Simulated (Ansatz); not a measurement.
## FeNi₃ in the Cu3Au type structure (space group Pm-3m, No. 221; ferromagnetic)

```cif
data_FeNi3
_chemical_formula_sum 'Ni3 Fe1'
_space_group_name_H-M_alt 'P 1'
_space_group_IT_number 1
_cell_length_a 3.48940
_cell_length_b 3.48940
_cell_length_c 3.48940
_cell_angle_alpha 90.000
_cell_angle_beta 90.000
_cell_angle_gamma 90.000
loop_
_space_group_symop_operation_xyz
  'x, y, z'
loop_
_atom_site_label
_atom_site_type_symbol
_atom_site_fract_x
_atom_site_fract_y
_atom_site_fract_z
_atom_site_occupancy
Ni1 Ni 0.00000 0.50000 0.50000 1
Ni2 Ni 0.50000 0.50000 0.00000 1
Ni3 Ni 0.50000 0.00000 0.50000 1
Fe1 Fe 0.00000 0.00000 0.00000 1
```

The values are results of Ansatz (a first-principles code) PBEsol, no spin-orbit coupling, earlier PAW set, not measurements. k-mesh 13×13×13 (Γ-centred); smearing 0.05 eV (Fermi–Dirac).

- Volume per atom: 10.62 Å³
- Density: 9.06 g/cm³
- Band gap: zero
- Magnetic state: ferromagnetic
- Total energy: -5466.030 eV/atom (σ→0; compares only within this code and set-up)

Other magnetic orders, which the real material may have, were not ruled out. Stability against distortions was not tested.
